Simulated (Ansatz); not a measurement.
A computed series for HfB2: response to strain

Base system: HfB$_{2}$ (space group P6/mmm, No. 191; a = 3.1278 Å, c = 3.4461 Å; relaxed with 0.1 eV smearing). Axes: x lies along a and z along c of the hexagonal cell.

Strains are applied to the cell and any free atomic positions relax; under biaxial strain the out-of-plane vector relaxes too; under stress the whole cell relaxes.

Computed with plane-wave PAW DFT at the PBEsol level (Ansatz, a program for electronic structure, 420 eV), without spin-orbit coupling.

Notes on the quantities. energy relative to the base: free energy F.

```csv
case,energy relative to the base,volume per atom
base,0 meV/atom,9.73 Å³
"biaxial strain +4.12 %, plane normal [001], relaxed out of plane",–,10.31 Å³
isotropic strain −1.42 %,+15 meV/atom,9.32 Å³
isotropic strain −0.64 %,+3.0 meV/atom,9.55 Å³
"uniaxial stress, 8 GPa tension along z",+4.8 meV/atom,9.85 Å³
tensor shear ε_yz = +2.55 %,+22 meV/atom,9.73 Å³
tensor shear ε_xz = +2.52 %,+21 meV/atom,9.73 Å³
```

Beyond what the load breaks, stability against distortions was not tested. The final runs are not spin-polarised.
